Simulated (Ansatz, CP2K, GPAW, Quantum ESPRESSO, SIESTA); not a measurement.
**One structure in several programs: VAs₂ (P1, 6 atoms in the cell)**

Self-consistent single point, at a second geometry (atoms moved at random). First geometry:

```
CELL_PARAMETERS angstrom
      4.57203    -1.66213     0.00000
      4.57203     1.66213     0.00000
     -3.77514     0.00000     6.55013
ATOMIC_POSITIONS crystal
  V  0.84537 0.84537 0.80540
  V  0.15463 0.15463 0.19460
  As 0.59591 0.59591 0.89547
  As 0.40409 0.40409 0.10453
  As 0.14758 0.14758 0.53483
  As 0.85242 0.85242 0.46517
```

Second geometry:
```xyz
6
Lattice="4.5720 -1.6621 0.0000 4.5720 1.6621 0.0000 -3.7751 0.0000 6.5501" Properties=species:S:1:pos:R:3 pbc="T T T"
V      4.6875     0.0080     5.2284
V      0.6916    -0.0238     1.3105
As     2.0675    -0.0284     5.8405
As     3.2709     0.0494     0.7309
As    -0.6444     0.0181     3.4906
As     6.0336    -0.0233     3.0495
```

Shared settings, as Ansatz (a program for electronic structure) writes them: kpoints.mp_grid.grid = 5 5 3; scf.occupations.method = gaussian; scf.occupations.width = 0.2 eV. Potentials and cutoffs stand in the table.

```tsv
code	model	ΔF from the first geometry (meV/atom)	pressure (GPa)	largest force (eV/Å)	cutoff
SIESTA	GGA PBEsol, numerical atomic orbitals TZP, PseudoDojo PBEsol standard norm-conserving potentials (rewritten from UPF to PSML)	14.3	-6.05	1.099	grid 350 Ry
Quantum ESPRESSO	PBEsol, GBRV 1.5 ultrasoft (PBESOL) pseudopotentials	12.9	-7.06	0.947	50 Ry
Ansatz	PBEsol, PAW files made with PBE	12.9	-7.64	0.931	default
GPAW	PBEsol, GPAW PAW datasets PBEsol (made by gpaw-setup)	12.9	-6.87	0.957	800 eV
CP2K	PBEsol, GPW, DZVP-MOLOPT-SR-GTH basis, GTH-PBE potentials (GTH_POTENTIALS)	12.6	-5.26	1.016	grid 600 Ry
```

Size of the force on each atom (eV/Å): Sizes of forces hide their directions.

| code | V1 | V2 | As3 | As4 | As5 | As6 |
|---|---|---|---|---|---|---|
| SIESTA | 1.099 | 0.976 | 0.247 | 0.684 | 0.392 | 0.324 |
| Quantum ESPRESSO | 0.947 | 0.843 | 0.286 | 0.678 | 0.281 | 0.231 |
| Ansatz | 0.931 | 0.830 | 0.302 | 0.690 | 0.271 | 0.222 |
| GPAW | 0.957 | 0.851 | 0.277 | 0.668 | 0.302 | 0.255 |
| CP2K | 1.016 | 0.905 | 0.219 | 0.628 | 0.286 | 0.232 |

On Ansatz's run: spin polarisation is off, so a magnetic state, if there is one, cannot be reached.

The spread over the programs that give each value: ΔF from the first geometry within 1.7 meV/atom; pressure within 2.38 GPa; largest force within 0.168 eV/Å.

SIESTA and CP2K use small atom-centred bases, whose incompleteness enters pressures, forces and empty levels differently from a plane-wave cutoff. Ansatz's pressure is given at a fixed set of plane waves, as the other plane-wave codes print theirs; with its correction for the finite basis it is -7.58 GPa. In the pressure, SIESTA (by 1.01) and CP2K (by 1.80) lie more than 1 GPa from the median of the plane-wave programs. In the force vectors, SIESTA (by 0.172) and CP2K (by 0.082) lie more than 0.08 eV/Å from the median of the plane-wave programs.

The shared mesh is coarse (it stands for a supercell whose shortest vector is 17 Å), so the values are not converged in it.

The starting cell comes from a database of computed structures (which also holds hypothetical and non-ambient phases and stackings), without a prior relaxation at this level. Its lattice was rescaled by a random factor within 2.5 % of one. For this run, on top of that: atoms moved at random.

Keys are those of Ansatz 0.2.
